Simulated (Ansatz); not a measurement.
Terminations of the (100) surface of fcc Ir, measured from the surface 'clean 1x1'. Atoms come from or go to: Ag: fcc Ag, Al: fcc Al, Co: hcp Co, ferromagnetic, Fe: bcc Fe, ferromagnetic, Ir: fcc Ir, Mg: hcp Mg, Mn: fcc-type Mn, layered antiferromagnet, Nb: bcc Nb, Pt: fcc Pt, Sc: hcp Sc, W: bcc W. ΔE is the energy of forming the row's surface from that one (negative: more stable at these reservoirs); the vacuum level's shift is aligned on the shared bottom. No zero-point or thermal terms. These are constructed structures in small cells; real faces may alloy, dewet or reconstruct in larger ones, and not all known structures of the face are among them. Slabs of about 10 Å with all that they carry, Fermi-Dirac smearing of 0.1 eV. Bottom of the slabs: a bare face, its two planes held. Relaxed from the named starts with such symmetry as they have, on meshes of like density; energies extrapolated to zero smearing; no spin-orbit coupling, no U. Spin-polarised runs, if any, are marked in brackets, and their order is one that fits the cell; the others ran without spin. A dash marks a value that is undefined for that row (no clear gap, or no work function of a gapped slab) or was not read reliably on its mesh.

The numbers are results of PBE (plane waves to 420 eV, PAW; Ansatz, a quantum-chemistry and plane-wave program), not measurements.

| surface | atoms added per 1x1 | ΔE per 1x1 (eV) | shift of the vacuum level (eV) | work function (eV) |
|---|---|---|---|---|
| a layer of Nb in place of the second plane | -1 Ir, +1 Nb | -1.28 | -0.93 | 4.58 |
| a layer of Mg in place of the second plane | -1 Ir, +1 Mg | [?] | -0.08 | 5.47 |
| a layer of Sc in place of the second plane | -1 Ir, +1 Sc | [?] | -0.76 | 4.78 |
| a pseudomorphic layer of W in the host's stacking | +1 W | [?] | -0.52 | 5.03 |
| a layer of Mn in place of the second plane [spin, 2.3 μB a cell] | -1 Ir, +1 Mn | [?] | -0.33 | 5.20 |
| a pseudomorphic layer of Ag in the host's stacking | +1 Ag | [?] | -1.09 | 4.46 |
| a pseudomorphic layer of Pt in the host's stacking | +1 Pt | -0.50 | -0.05 | 5.49 |
| a layer of Ag in place of the second plane | +1 Ag, -1 Ir | 1.14 | 0.17 | 5.73 |
| a layer of Al in place of the second plane | +1 Al, -1 Ir | -1.51 | -0.13 | 5.37 |
| a pseudomorphic layer of Fe in the host's stacking [spin, 3.0 μB a cell] | +1 Fe | -0.14 | -1.32 | 4.23 |
| clean 1x1 | none | 0.00 | 0.00 | 5.55 |
| a pseudomorphic layer of Co in the host's stacking [spin, 2.0 μB a cell] | +1 Co | -0.04 | -1.20 | 4.35 |

Q: What belongs in the gaps?

A: 
- a layer of Mg in place of the second plane, ΔE per 1x1 (eV): -0.49
- a layer of Sc in place of the second plane, ΔE per 1x1 (eV): -1.56
- a pseudomorphic layer of W in the host's stacking, ΔE per 1x1 (eV): 0.28
- a layer of Mn in place of the second plane [spin, 2.3 μB a cell], ΔE per 1x1 (eV): -0.53
- a pseudomorphic layer of Ag in the host's stacking, ΔE per 1x1 (eV): -0.48
